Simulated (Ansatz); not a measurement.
## SnAu: uniaxial stress, 3 GPa tension along z

The parent structure is SnAu in the NiAs type structure (space group P6_3/mmc, No. 194; a = 4.3328 Å, c = 5.5528 Å; relaxed with 0.1 eV smearing). Axes: x lies along a and z along c of the hexagonal cell.

The change: uniaxial stress, 3 GPa tension along z; all other stress components relax to zero.

Method: PBEsol (Ansatz, an electronic-structure program, PAW, scalar-relativistic without spin-orbit coupling). k-mesh 15×15×11 (Γ-centred); smearing 0.1 eV (Fermi–Dirac).

The volume per atom increases by 0.22 Å³, from 22.57 Å³ to 22.79 Å³ and the shortest interatomic distance increases by 0.082 Å (2.776 Å → 2.858 Å). The energy rises by 6.6 meV/atom and the band gap stays zero. The strain response (xx, yy, zz) is (−0.97, −0.97, +2.95) % and the secant Young's modulus along z comes out as 100 GPa. The mean lateral Poisson ratio is 0.33.

Final structure:

```
SnAu
1.0
    4.29070     0.00000     0.00000
   -2.14535     3.71586     0.00000
    0.00000     0.00000     5.71661
Sn Au
2 2
Direct
  0.66667   0.33333   0.75000
  0.33333   0.66667   0.25000
  0.00000   0.00000   0.50000
  0.00000   0.00000   0.00000
```

Beyond what the load breaks, stability against distortions was not tested.
